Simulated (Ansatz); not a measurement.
**Sn (model structure, started from the Ge type, P4₃2₁2, No. 96, 12 atoms in the cell): properties by level of theory**

```csv
level (code),equilibrium lattice constant a (Å),c axis length (Å),cohesive energy (eV/atom)
LDA (Ansatz),…,…,3.92
PBE (Ansatz),6.900,7.950,3.11
PBEsol (Ansatz),6.787,7.694,…
```

Task: Fill in the missing entries.

Result: 
- LDA (Ansatz, a program for electronic structure), equilibrium lattice constant a (Å): 6.713
- LDA (Ansatz), c axis length (Å): 7.674
- PBEsol (Ansatz), cohesive energy (eV/atom): 3.52

Ansatz's density-functional and Hartree–Fock values are scalar-relativistic unless marked +SOC, with PAW data made under PBE.

Free atoms are spin-polarised, in the lowest state found; at levels without +SOC their spin–orbit coupling is left out.

Static lattice: no zero-point or thermal effects.

A model structure was made by putting elements into a prototype or built by hand; it is no filed structure, need not be a known phase, and can be a saddle point held by its symmetry.
